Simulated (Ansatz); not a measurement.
Here is the system:

```
CELL_PARAMETERS angstrom
      5.27621     0.00000     0.00000
     -0.84594     7.19473     0.00000
      0.84594    -3.50744     3.59624
ATOMIC_POSITIONS crystal
  Hf 0.29209 0.45806 0.73420
  Hf 0.70791 0.54194 0.26580
  Hf 0.20791 0.95806 0.68192
  Hf 0.79209 0.04194 0.31808
  O  0.02142 0.74253 0.19053
  O  0.97858 0.25747 0.80947
  O  0.47858 0.24253 0.79453
  O  0.52142 0.75747 0.20547
  O  0.65375 0.33076 0.39912
  O  0.34625 0.66924 0.60088
  O  0.84625 0.83076 0.76240
  O  0.15375 0.16924 0.23760
```

Space group of this cell: P2_1/c. The cell is taken as given; by r2SCAN its mean pressure is 3.8 GPa.

Transport runs along the normal of the first two printed cell vectors.

The gap is the functional's own, uncorrected, and κ follows it; spin-orbit coupling is left out. Mid-gap values are interpolated between the computed energies.

**Question.** Predict the band gap and the smallest decay constant κ at mid-gap from r2SCAN (Ansatz, an electronic-structure program).

**Answer.** Gap 4.64 eV on a 6×8×8 mesh; κ = 0.416 1/Å, at the zone centre.
